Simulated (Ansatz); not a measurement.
A calculation on V2AlC (P6₃/mmc, No. 194, 8 atoms in the cell; start mp-1025497) returned lattice constant a 2.885 Å, lattice parameter c 13.117 Å, equilibrium volume per atom 11.82 Å³/atom.

**Question.** Which level of theory produced these numbers?
A. LDA (Ansatz, a program for electronic structure)
B. PBE-D3(BJ) (Ansatz)
C. PBE (Ansatz)
D. r²SCAN (Ansatz)

**Answer.** D, r²SCAN (Ansatz)

The others give: PBE-D3(BJ) 2.869 Å, 12.985 Å, 11.57 Å³/atom; LDA 2.857 Å, 12.899 Å, 11.40 Å³/atom; PBE 2.905 Å, 13.134 Å, 12.00 Å³/atom.

Unless a cell is named, each level is at its own relaxed cell (LDA 11.40, PBE 12.00, PBE-D3(BJ) 11.57, r²SCAN 11.82 Å³/atom).

The crystal itself was run without spin with PBE-D3(BJ), LDA, PBE, r²SCAN; a magnetic state was not tried in these runs.

Caveats: the relaxation could not lower the start's symmetry, so the cell can be a saddle point above a distorted one (PBE-D3(BJ), LDA, PBE, r²SCAN). Ansatz's density-functional and Hartree–Fock values are scalar-relativistic unless marked +SOC, with PAW data made under PBE.

A start named mp-… is a Materials Project structure, which need not be a measured phase.
